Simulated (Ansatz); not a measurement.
A 16-atom cell of Ga(As,Sb) started in the zinc blende structure, site fractions As 0.375, Sb 0.625, short-range order -0.07 among the nearest mixed sites (0 is random, a negative value favours unlike neighbours), space group R3m at the end, an ordered arrangement that its symmetry holds. The mixed sublattice has 8 sites.

The mixing enthalpy is taken against the end members in the zinc blende type, relaxed in the same cell and mesh.

Levels used, each named beside its values: PBE (plane waves to 420 eV, PAW; Ansatz, a program for electronic structure); HSE06 (plane waves to 420 eV, PAW; Ansatz). Geometries and values that name no level are of the first. Scalar-relativistic, without spin–orbit coupling; with elements this heavy it can move edges by tenths of an eV. Its k-point mesh 4×4×4, Fermi–Dirac width 0.01 eV. HSE06 ran on meshes of its own (3×3×3); its edges and gaps are taken over the mesh and over extra points off it, mostly where PBE has its edges.

```csv
cell,energy at zero smearing (eV)
GaAs,-69118.845
GaSb,-82142.667
Ga8As3Sb5,-77258.246
```

Work out the mixing enthalpy per mixed site and the interaction parameter Ω of a regular solution.

With x = 5/8 of the second end member, ΔH = [-77258.246 − 3/8 × (-69118.845) − 5/8 × (-82142.667)] / 8 = 61.0 meV against the separate end members. Ω = ΔH / x(1 − x) = 260 meV.
